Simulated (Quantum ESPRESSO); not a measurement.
**Convergence series on LaCu3Ni2 (P6/mmm, 6 atoms in the cell)**

```
CELL_PARAMETERS angstrom
      5.01020     0.00000     0.00000
     -2.50510     4.33896     0.00000
      0.00000     0.00000     4.04750
ATOMIC_POSITIONS crystal
  La 0.00000 0.00000 0.00000
  Cu 0.50000 0.00000 0.50000
  Cu 0.50000 0.50000 0.50000
  Cu 0.00000 0.50000 0.50000
  Ni 0.33333 0.66667 0.00000
  Ni 0.66667 0.33333 0.00000
```

Method: LDA (PZ), GBRV 1.5 ultrasoft (LDA) pseudopotentials (plane waves; Quantum ESPRESSO 7.5).

The starting cell comes from a database of computed structures (which also holds hypothetical and non-ambient phases and stackings), without a prior relaxation at this level. Spin polarisation is off. In the base run, with a pressure of about -8 GPa the cell is away from its equilibrium volume at this level.

Held fixed: ecutwfc = 50 Ry; ecutrho = 400 Ry; occupations = smearing; smearing = cold; degauss = 0.0073499 Ry; potentials = {La: la_lda_v1.uspp.F.UPF, Cu: cu_lda_v1.2.uspp.F.UPF, Ni: ni_lda_v1.4.uspp.F.UPF}; conv_thr = 1e-10 Ry; mixing_beta = 0.7.

ΔF is the free energy per atom less that of the last row (automatic 5 5 6 0 0 0).

```
K_POINTS               ΔF (meV/atom)  pressure (GPa)  k-points  plane waves
---------------------  -------------  --------------  --------  -----------
automatic 1 1 1 0 0 0         1021.2            3.94         1         3533
automatic 2 2 2 0 0 0           25.6           -7.08         4         3560
automatic 3 3 3 0 0 0          -10.4           -8.22         6         3552
automatic 4 4 4 0 0 0           -2.4           -7.93        12         3575
automatic 4 4 5 0 0 0           0.28           -7.83        12         3587
automatic 5 5 6 0 0 0           0.00           -7.63        20         3575
```

Pressure within 0.5 GPa of the last row: from K_POINTS = automatic 4 4 4 0 0 0 on; the one before it is off by 0.60 GPa. The value it settles on is -7.6 GPa at this level of theory and with the other settings as held.

Energy within 0.5 meV/atom of the last row: from K_POINTS = automatic 4 4 5 0 0 0 on; the one before it is off by 2.4 meV/atom. Only the last setting checks this, so the series should go further.
